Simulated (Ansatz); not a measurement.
Abridged Ansatz (a first-principles code) output:

```
Relaxation: its limit of steps is 60 (relax.max_steps)
Pseudopotential: K, paw, valence charge 9
Pseudopotential: Br, paw, valence charge 7
Crystal: 2 atoms, lattice volume = 68.945 Å³
Basis set: ecut = 420 eV, 1363 PW (Γ), exchange–correlation on 64×64×64 points (8 copies of the dense FFT grid, shifted against one another)
Bands: 12, of which v1, the nominal top of the filled ones, is band 8 counted from 1 (7 counted from 0)
Symmetry: 48 space group operations
k-points: 35 of 729
Functional: x = pbesol(κ = 0.804, μ = 0.12345679012345678), c = pbesol(β = 0.046)
SCF iter   1: F=—  HF=-4255.984161 eV  |F-HF|=—  |Δ(HF+E_count)|=         —  Δρ=2.01e-3  dr2=2.81e-3  ethr=1.77e-3  ⟨swp⟩=6.5  Hψ=2814  notcnv=0
SCF iter   2: F=—  HF=-4255.982994 eV  |F-HF|=—  |Δ(HF+E_count)|=   1.17e-3  Δρ=8.23e-4  dr2=3.20e-4  ethr=1.76e-5  ⟨swp⟩=2.5  Hψ=1041  notcnv=0
SCF 1 converged in 6 iterations: F = -4255.982975 eV  dr2 = 9.48e-9
relax step   1: F+E_penalty+E_count = -4255.98297489 eV  Δ(F+E_penalty+E_count) = +0.000e0 eV  max|allowed force component| = 3.188e-30 eV/Å  Δτ_max = 0.0000 Å  P = +0.306 GPa  Ω = 68.945 Å³  (6 SCF iters, dr2 threshold 1.00e-7 eV, accepted)
[... steps on the carried basis left out ...]
relax step   4: F+E_penalty+E_count = -4255.97813855 eV  Δ(F+E_penalty+E_count) = +8.530e-5 eV  max|allowed force component| = 1.627e-30 eV/Å  Δτ_max = 0.0000 Å  P = +0.709 GPa  Ω = 67.405 Å³  stress off target by 8.84e-3 GPa  SCF on the basis re-selected at this cell (its energy is not comparable with the rows above)  (5 SCF iters)
SCF converged after 5 iterations
Free energy (F): -4255.978139 eV
Internal energy: -4255.978139 eV  (E = F + TS)
E sigma→0 (E₀):  -4255.978139 eV
Fermi energy:    3.729088 eV
--- Forces (eV/Å), atoms counted from 1 ---
  atom   1  K     -0.00000000     0.00000000     0.00000000
  atom   2  Br     0.00000000    -0.00000000    -0.00000000
--- Stress (GPa, compression-positive) ---
        0.708836      -0.000000      -0.000000
       -0.000000       0.708836      -0.000000
       -0.000000      -0.000000       0.708836
  P = ⅓ Tr σ = 0.7088 GPa (7.088 kbar)
--- Relaxed structure (3 steps of the walk, 3 accepted, 1 SCFs on fresh bases) ---
  cell:  # Å, volume = 67.4047 Å³
    - [-1.3375351586350924e-33, 3.230130305781945, 3.230130305781945]
    - [3.230130305781945, -2.16550729473882e-33, 3.230130305781945]
    - [3.230130305781945, 3.230130305781945, 3.824110948852261e-35]
  atoms:
    - { symbol: K, position: [5.157834518418167e-47, 1.541059029261947e-36, 2.7739062527540294e-36] }
    - { symbol: Br, position: [0.5, 0.5, 0.5] }
```

**Question.** What was computed, and what are the main results?

**Answer.** KBr, 2 atoms in the cell, with PBEsol/PAW in Ansatz, no spin-orbit coupling, from a series relaxed to a target (pressure 0.7 GPa). The last SCF converged to F = -4255.978139 eV, or -2127.9891 eV per atom, at a pressure of 0.71 GPa. The total energy compares only with runs of the same code, potentials and settings.

Load acts through the strain it causes; cell and atoms are relaxed under it. No phonon test of stability was made. The cell was made from KBr in the rock salt structure (space group Fm-3m, No. 225) by this change: pressure 0.7 GPa.

Keys are those of Ansatz 0.2.
